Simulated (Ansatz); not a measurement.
# MgO, pressure series

The parent structure is MgO (space group R-3m, No. 166; a cell from a computed database, its experimental status unchecked).

```
CELL_PARAMETERS angstrom
      1.48389     0.85673    19.79202
     -1.48389     0.85673    19.79202
      0.00000    -1.71345    19.79202
ATOMIC_POSITIONS crystal
  Mg 0.37563 0.37563 0.37563
  Mg 0.62437 0.62437 0.62437
  Mg 0.79230 0.79230 0.79230
  Mg 0.20770 0.20770 0.20770
  Mg 0.91540 0.91540 0.91540
  Mg 0.08460 0.08460 0.08460
  Mg 0.50000 0.50000 0.50000
  Mg 0.00000 0.00000 0.00000
  O  0.14615 0.14615 0.14615
  O  0.85385 0.85385 0.85385
  O  0.43845 0.43845 0.43845
  O  0.56155 0.56155 0.56155
  O  0.31287 0.31287 0.31287
  O  0.68713 0.68713 0.68713
  O  0.26919 0.26919 0.26919
  O  0.73081 0.73081 0.73081
```

Cell and atoms are relaxed at each pressure.

Method: PBEsol in Ansatz (plane waves to 420 eV, PAW, without spin-orbit coupling).

| pressure (GPa) | volume per atom (Å³/atom) |
|---|---|
| -2 | 9.561 |
| -1 | 9.497 |
| 0 | 9.436 |
| 0.3 | 9.418 |
| 0.7 | ? |
| 1.5 | 9.346 |
| 3 | 9.261 |
| 5 | 9.154 |
| 7.5 | 9.028 |

**Question.** Fit the third-order Birch–Murnaghan form P(V) = (3B₀/2)[(V₀/V)^(7/3) − (V₀/V)^(5/3)]·[1 + (3/4)(B₀′ − 4)((V₀/V)^(2/3) − 1)] (squares taken in P) to the rows shown and predict the withheld row.

**Answer.** Least squares on the printed values gives V₀ = 9.435 Å³/atom, B₀ = 155 GPa, B₀′ = 4.1; this predicts 9.393 Å³/atom, and the run gives 9.393 Å³/atom, in agreement.

Load acts through the strain it causes; cell and atoms are relaxed under it. Stability against distortions was not tested. No other phases were tried under pressure. This is not the structure that MgO has at room temperature and ambient pressure.

Ansatz is a quantum-chemistry and plane-wave program.
